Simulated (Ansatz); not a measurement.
ZrAl (Cmcm), Ansatz (a quantum-chemistry and plane-wave program) with PBEsol, DFPT electron-phonon coupling, linearised Boltzmann equation. Phonon-limited resistivity 21.9 μΩ·cm at 300 K along x (a = (1.67, -5.42, 0.00) Å; b = (1.67, 5.42, 0.00) Å; c = (0.00, 0.00, 4.24) Å), 29.4 μΩ·cm at 400 K, current-weighted mean free path 3.9 nm.

Estimate the resistivity of a 20 nm square wire with diffuse walls from ρ ≈ ρ₀(1 + 3ℓ/4d).

1 + 0.75 × 3.9/20 = 1.15, so ρ ≈ 25.1 μΩ·cm and a line 1 μm long has 628 Ω. The formula is the free-electron limit for d well above ℓ; grain boundaries add to it.

Estimate the electronic thermal conductivity at 300 K by the Wiedemann-Franz law (L₀ = 2.44×10⁻⁸ W·Ω/K²).

L₀T/ρ = 2.44×10⁻⁸ × 300/(21.9×10⁻⁸) = 33.4 W/(m·K). Inelastic scattering puts the true Lorenz number somewhat under L₀ near and below the Debye temperature.

What is the classical skin depth at 10 GHz (nonmagnetic, μ₀ = 1.257×10⁻⁶ H/m)?

δ = √(ρ/(π f μ₀)) = 2360 nm.

A metal at this level (no band gap). Only scattering by harmonic phonons is included (no impurities, grain boundaries, electron-electron scattering or thermal expansion). Spin-orbit coupling is left out. Halving the electron mesh (28x28x20) moves the resistivity by up to 5 % at 300 K, the mean free path by up to 7 %. Smearing 0.20 eV; phonons on a 4x4x3 q mesh, which this run doesn't test.

Computed structure with no diffraction record at hand here (it may be known, metastable or hypothetical): ZrAl (Cmcm).
